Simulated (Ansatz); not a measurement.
**How far PBE and r2SCAN part for hypothetical cubic perovskite NaHgBr3, Na → Li**

The parent structure is NaHgBr3 in the cubic perovskite structure (space group Pm-3m, No. 221; a = 5.588 Å; a hypothetical phase, not in the database extracts checked).

(Cell as relaxed with PBE.)

Levels (all Ansatz, a quantum-chemistry and plane-wave program, PAW): PBE (420 eV, no SOC); r2SCAN (500 eV, no spin-orbit coupling).

Each level relaxes its own structure.

```csv
base,PBE,r2SCAN
volume per atom,34.90 Å³,33.87 Å³
lattice parameter a,5.588 Å,5.533 Å
band gap,zero,zero
```

Now apply this change: Li takes the place of Na on all its sites; the structure is relaxed again.

| quantity | PBE | r2SCAN |
|---|---|---|
| shortest interatomic distance | 2.788 Å | 2.763 Å |
| band gap | zero | zero |

PBE's shortest interatomic distance lies 0.0244 Å above r2SCAN's (0.9 %); the two agree on the band gap. Neither level is exact; r2SCAN is the comparison here, not a measurement.

Stability against distortions was not tested. As relaxed here, LiHgBr3 is a hypothetical phase, not in the database extracts checked. All final runs are without spin polarisation. Many cubic perovskites are stable only at high temperature; tilts and polar distortions were not tested. The zero or small gap of LiHgBr3 and NaHgBr3 can change with the level of theory.
